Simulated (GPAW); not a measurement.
# Short convergence ladders for HfC (I4mm, 2 atoms in the cell)

```
CELL_PARAMETERS angstrom
      0.00000     2.33160     2.33160
      2.33160     0.00000     2.33160
      2.33160     2.33160     0.00000
ATOMIC_POSITIONS crystal
  Hf 0.01072 0.01072 0.98928
  C  0.50000 0.50000 0.50000
```

Base method: LDA (Perdew-Wang 92), real-space grid, GPAW PAW datasets LDA (gpaw-data 1.0.1) run with GPAW.

Base settings: mode = fd; h = 0.2 Å; xc = LDA; kpts = 6 6 6; mesh shift (steps) = 0 0 0; occupations.name = fermi-dirac; occupations.width = 0.1 eV; nbands = -6; convergence.density = 1e-05 e/electron; convergence.energy = 1e-05 eV/electron.

**The k-point mesh at a smearing width of 0.05 eV**

In this ladder: occupations.width = 0.05 eV.

The second cell is the first with its lattice scaled by 0.98.

Only quantities that move along the ladder and can be compared are tabulated.

```csv
kpts,free energy less the last step's (meV/atom),energy of the compressed cell less the first (meV/atom),largest difference of a force vector from the last step's (eV/Å)
4 4 4,32.81,-26.19,0.066
5 5 5,19.58,-19.96,0.170
6 6 6,5.60,-21.58,0.033
9 9 9,1.68,-21.66,0.012
13 13 13,-0.35,-21.73,0.001
16 16 16,0.00,-21.68,0.000
```

Coarsest kpts that holds the energy of the compressed cell less the first within 1 meV/atom of the last step, with all finer ones: 6 6 6; the step before is off by 1.7 meV/atom.

Coarsest kpts that holds the forces within 0.005 eV/Å of the last step, with all finer ones: 13 13 13; the step before is off by 0.012 eV/Å.

Coarsest kpts that holds the free energy within 5 meV/atom of the last step, with all finer ones: 9 9 9; the step before is off by 5.6 meV/atom.

The energy difference between the two cells stays within 1 meV/atom of the last step's from 6 6 6 on, the total only from 13 13 13 on: much of the error is common to both cells and cancels.

**The width of Methfessel-Paxton smearing**

In this ladder: kpts = 10 10 10; occupations.name = methfessel-paxton; occupations.order = 1.

Narrow widths need finer meshes than wide ones, so the last steps can hold mesh noise.

Only quantities that move along the ladder and can be compared are tabulated; pressure and forces are left out, as mesh noise rules them at narrow widths.

| occupations.width | free energy less the last step's (meV/atom) |
|---|---|
| 1 eV | 6.07 |
| 0.5 eV | -0.11 |
| 0.3 eV | -0.24 |
| 0.1 eV | 0.00 |

Widest occupations.width that holds the free energy within 1 meV/atom of the last step, with all finer ones: 0.5 eV; the step before is off by 6.1 meV/atom.

On the base run: the starting cell has typed, rounded lattice constants, without a prior relaxation at this level. Its lattice was rescaled by up to half a per cent. One atom was moved a little off its site on purpose.

Left out of this page: 2 runs of the series outside the window shown, repeating another row's setting, or not comparable.
